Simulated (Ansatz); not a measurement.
The starting structures come from a database of crystals and need not be the phases stable at ambient conditions.

 Where the default PAW files enter, the runs use the earlier of Ansatz's two default sets.

Evanescent states of YHSe (P-6m2, not sure to be the ambient phase, 3 atoms a cell, 16.7 Å³ an atom) along the normal of (111)

The numbers are results of r2SCAN (plane waves, PAW; Ansatz, a program for electronic structure), not measurements.

No gap correction and no spin-orbit coupling; mid-gap values are interpolated between computed energies.

Energies count from the valence-band top; κ is the least over a 6×6 mesh across the current.

```tsv
E (eV)	κ (1/Å)	where
0.06	0.054	off Γ
0.17	0.090	off Γ
0.28	0.113	off Γ
0.39	0.129	off Γ
0.49	0.141	off Γ
0.60	0.151	off Γ
0.71	0.158	off Γ
0.82	0.163	off Γ
0.94	0.167	off Γ
1.04	0.169	off Γ
1.16	0.170	off Γ
1.26	0.169	off Γ
1.38	0.167	off Γ
1.49	0.163	off Γ
1.59	0.158	off Γ
1.71	0.143	Γ
1.81	0.120	Γ
1.93	0.090	Γ
2.04	0.036	Γ
```

Question: How thick must the barrier be to attenuate the transmission by 10^6 when the electrodes' Fermi level lies at 1.04 eV, and what attenuation does that film give at 2.04 eV?

Answer: d = 6 ln 10 / (2 × 0.169) = 40.9 Å. At 2.04 eV it gives 6 × 0.036/0.169 = 1.3 decades.
